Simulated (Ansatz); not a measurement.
Input:

End structure of the (110) surface of bcc Ta, one row in 2 of the top plane missing (bottom of the slab: a bare face, its two planes held):

```xyz
11
Lattice="2.8744 0.0000 0.0000 -1.9162 5.4200 0.0000 0.0000 0.0000 28.0000" Properties=species:S:1:pos:R:3 pbc="T T T"
Ta     0.9581     1.3550     8.1327
Ta     0.0000     4.0650     8.1327
Ta    -0.9581     2.7100    10.4796
Ta     0.0000     0.0000    10.4796
Ta     0.0029     4.0661    12.8172
Ta     0.9552     1.3538    12.8172
Ta     0.0000     0.0000    15.1359
Ta    -0.9581     2.7100    15.1726
Ta     1.0720     1.3792    17.5118
Ta    -0.1139     4.0407    17.5118
Ta     0.0000     0.0000    19.5071
```

Set-up: 11 atoms, 11.7 Å thick at the start; mesh 14x7x1; 0.1 eV smearing; dipole correction on; 4 atoms held, the rest relaxed; held to the start's symmetry, so lower structures may exist; no spin, no spin-orbit, no U. In PBE it lies 0.03 eV a 1x1 cell over the lowest computed structure of the same composition (a cell of two sites (a+b, b-a), one Ta site of the top plane empty).

Q: Give the work function of the top face at the level PBE run with Ansatz (a program for electronic structure).

A: 3.73 eV
